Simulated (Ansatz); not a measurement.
C (P6_3/mmc), PBE, rigid bands (Ansatz, a first-principles code): Condition of this run: biaxial stress in the c plane of -44 GPa (compression positive) (the target of the relaxation). band gap 3.58 eV, N_c = 1.35e19 cm⁻³ and N_v = 1.94e19 cm⁻³ at 300 K, conductivity masses along y (a = (2.60, 0.00, 0.00) Å; b = (-1.30, 2.25, 0.00) Å; c = (0.00, 0.00, 4.16) Å) of 0.524 mₑ (electrons) and 0.497 mₑ (holes). Take k_BT = 0.02585 eV.

**Question.** Find the intrinsic carrier density and the intrinsic Fermi level.

**Answer.** n_i = √(N_c N_v) exp(−E_g/2k_BT) = 1.62e19 × exp(−69.24) = 1.4e-11 cm⁻³. The level lies (k_BT/2) ln(N_v/N_c) = 5 meV from mid-gap (positive towards the conduction band). Each 0.1 eV added to the gap lowers n_i by a factor of 6.9.

**Question.** What thermal injection velocity √(2k_BT/πm) limits a ballistic channel along the direction named?

**Answer.** 7.43e6 cm/s for electrons and 7.63e6 cm/s for holes, a ratio of √(m_h/m_e) = 0.974, for dilute carriers.

**Question.** What built-in voltage has an abrupt junction with N_A = 1e16 and N_D = 1e18 cm⁻³, all dopants ionised?

**Answer.** V_bi = E_g/e − (k_BT/e) ln(N_c N_v/(N_A N_D)) = 3.58 − 0.02585 × 10.17 = 3.32 V. It follows the computed gap one for one.

Rigid, parabolic bands with the computed gap; masses take one relaxation time for all states. Spin-orbit coupling is left out. Geometry: cell and atoms relaxed with PBEsol.
